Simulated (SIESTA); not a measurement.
SIESTA run on BiPd (Cmc2_1, 16 atoms in the cell): self-consistent single point.

Method: LDA PW92, numerical atomic orbitals DZP, PseudoDojo LDA standard norm-conserving potentials (rewritten from UPF to PSML) (SIESTA).

```xyz
16
Lattice="4.3535 -3.6015 0.0000 4.3535 3.6015 0.0000 0.0000 0.0000 10.6620" Properties=species:S:1:pos:R:3 pbc="T T T"
Pd     4.3535    -2.8236     2.9321
Pd     4.3535     2.8236     8.2631
Pd     4.3535     1.0805     2.9321
Pd     4.3535    -1.0805     8.2631
Pd     2.3857     0.9004     4.7659
Pd     6.3213    -0.9004    10.0969
Pd     6.3213     0.9004     4.7659
Pd     2.3857    -0.9004    10.0969
Bi     4.3535    -2.8236     0.0000
Bi     4.3535     2.8236     5.3310
Bi     4.3535     1.0805     0.0000
Bi     4.3535    -1.0805     5.3310
Bi     2.3857     0.9004     7.6980
Bi     6.3213    -0.9004     2.3670
Bi     6.3213     0.9004     7.6980
Bi     2.3857    -0.9004     2.3670
```

Reference input (self-consistent single point, DFT, LDA PW92, numerical atomic orbitals DZP, PseudoDojo LDA standard norm-conserving potentials (rewritten from UPF to PSML)): XC.functional = LDA; XC.authors = PW92; potentials = PseudoDojo LDA standard; PAO.BasisSize = DZP; PAO.EnergyShift = 0.01 Ry; MeshCutoff = 300 Ry; kgrid.MonkhorstPack = 5 5 3; OccupationFunction = MP; OccupationMPOrder = 0; ElectronicTemperature = 0.1 eV; MaxSCFIterations = 150; SCF.Mixer.Method = Pulay. This run's input differs from it in these lines:

```diff
@@ -42,5 +42,5 @@
 %block kgrid.MonkhorstPack
-    5   0   0  0.0
-    0   5   0  0.0
-    0   0   3  0.0
+    4   0   0  0.0
+    0   4   0  0.0
+    0   0   2  0.0
 %endblock kgrid.MonkhorstPack
@@ -48,3 +48,3 @@
 OccupationMPOrder            0
-ElectronicTemperature        0.1 eV
+ElectronicTemperature        0.3 eV
```

The program printed (abridged):

```
        iscf     Eharris(eV)        E_KS(eV)     FreeEng(eV)     dDmax    Ef(eV) dHmax(eV)
   scf:    1   -47107.747736   -47144.081054   -47144.420548  0.764255 -3.755693  4.354223
   scf:    2   -47149.012065   -47147.230638   -47147.600586  0.050240 -3.709722  2.487741
   scf:    3   -47148.480648   -47147.900164   -47148.273610  0.031742 -3.759276  1.481311
   scf:    4   -47148.556244   -47148.270949   -47148.643530  0.042501 -3.846905  0.368748
   scf:    5   -47148.313416   -47148.297269   -47148.668933  0.013114 -3.875578  0.023523
   scf:    6   -47148.297544   -47148.297524   -47148.669335  0.001045 -3.876458  0.017683
   scf:    7   -47148.298055   -47148.297826   -47148.669392  0.000551 -3.876925  0.012779
   scf:    8   -47148.297749   -47148.297794   -47148.669413  0.000262 -3.876981  0.001501
   scf:    9   -47148.297836   -47148.297815   -47148.669415  0.000066 -3.877155  0.000755
   scf:   10   -47148.297845   -47148.297830   -47148.669416  0.000070 -3.877309  0.000576
   scf:   11   -47148.297834   -47148.297832   -47148.669416  0.000010 -3.877346  0.000478
   scf:   12   -47148.297836   -47148.297834   -47148.669416  0.000014 -3.877376  0.000182
   scf:   13   -47148.297835   -47148.297835   -47148.669416  0.000008 -3.877394  0.000082
SCF Convergence by DM+H criterion
max |DM_out - DM_in|         :     0.0000082168
max |H_out - H_in|      (eV) :     0.0000817712
SCF cycle converged after 13 iterations

Using DM_out to compute the final energy and forces

siesta: E_KS(eV) =           -47148.2978

siesta: E_KS - E_eggbox =    -47148.2978

siesta: Atomic forces (eV/Ang):
     1   -0.000000   -0.600842    0.204536
     2    0.000000    0.600842    0.204534
     3   -0.000000    0.549755   -0.348511
     4    0.000000   -0.549755   -0.348513
     5   -0.830710   -0.109071   -0.084803
     6    0.830710    0.109071   -0.084803
     7    0.830710   -0.109071   -0.084803
     8   -0.830710    0.109071   -0.084803
     9    0.000000    0.308117    0.268875
    10   -0.000000   -0.308117    0.268875
    11    0.000000   -0.486860    0.394268
   [... lines left out ...]
siesta: FreeEng =    -47148.669416
   [... lines left out ...]
siesta:     0.016002    0.000000    0.000000
siesta:     0.000000    0.010649    0.000000
siesta:     0.000000   -0.000000    0.022772

siesta: Cell volume =        334.341773 Ang**3

siesta: Pressure (static):
siesta:                Solid            Molecule  Units
siesta:          -0.00017943         -0.00025187  Ry/Bohr**3
siesta:          -0.01647466         -0.02312562  eV/Ang**3
siesta:         -26.39532291        -37.05132913  kBar
```

The run converged in 13 iterations. Against the reference run the free energy falls by 8.2 meV/atom, the pressure goes from -2.79 to -2.64 GPa and the largest force moves little (0.832 to 0.842 eV/Å).

The starting cell comes from a database of published, mostly measured structures (it also holds non-ambient and calculated ones), without a prior relaxation at this level. Spin polarisation is off. Values carry the incompleteness of an atom-centred basis.

Cost on one core of a shared machine: roughly 2 min.
